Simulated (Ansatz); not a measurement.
The parent structure is ZrN in the rock salt structure (space group Fm-3m, No. 225; a = 4.552 Å). Axes: x, y, z lie along the cube axes.

The values are results of PBEsol (Ansatz, a quantum-chemistry and plane-wave program; PAW; 420 eV plane waves; no spin-orbit coupling), not measurements.

Strains are applied to the cell and any free atomic positions relax; under biaxial strain the out-of-plane vector relaxes too.

One change was made to it. Results:

The energy grows by 18 meV/atom; the pressure (mean of the normal stresses, compression positive) goes from zero to 0.2 GPa.

Q: Which change produced these results?
(A) biaxial strain −1.11 %, plane normal [001], relaxed out of plane
(B) tensor shear ε_xz = +3.14 %
(C) biaxial strain +4.48 %, plane normal [110], relaxed out of plane

A: B, tensor shear ε_xz = +3.14 %. For comparison, the energy relative to the base in the other runs: biaxial strain +4.48 %, plane normal [110], relaxed out of plane gives +69 meV/atom; biaxial strain −1.11 %, plane normal [001], relaxed out of plane gives +6.1 meV/atom.

A biaxial case was relaxed in a doubled cell and then solved in the primitive one. Without a gap, meshes like the base's 18×18×18 leave anisotropic stresses uncertain by several tenths of a GPa, and small strain energies with them. Whether these cells are dynamically stable was not tested. All final runs are without spin polarisation. An odd electron count without spin: ZrN.
